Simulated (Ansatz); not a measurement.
The structure below was relaxed with Ansatz (a quantum-chemistry and plane-wave program) PBEsol, scalar-relativistic without spin-orbit coupling, earlier PAW set.

```
PtPb
1.0
    0.00000     2.80696     2.80696
    2.80696     0.00000     2.80696
    2.80696     2.80696     0.00000
Pt Pb
1 1
Cartesian
  0.00000   0.00000   0.00000
  2.80696   2.80696   2.80696
```

Find the space group and the Wyckoff positions.

Space group Fm-3m (No. 225); a = b = c = 5.614 Å, α = β = γ = 90.00°

| atom | site | symmetry | x | y | z |
|---|---|---|---|---|---|
| Pt | 4a | m-3m | 0.0000 | 0.0000 | 0.0000 |
| Pb | 4b | m-3m | 0.5000 | 0.5000 | 0.5000 |

Describe the coordination.

The crystal has 8 atoms in its conventional cell. Conventional cell: a = b = c = 5.614 Å, α = β = γ = 90.00°. Pt is coordinated by 6 Pb at 2.807 Å (octahedral). Pb is surrounded by 6 Pt at 2.807 Å (octahedral). (Neighbours: up to the widest gap in distance over summed covalent radii, below 1.35, at either atom.)

Whether these cells are dynamically stable was not tested. The final runs are not spin-polarised. The cell was made from PbS by this change: S → Pt; the result is a hypothetical phase, not in the database extracts checked.
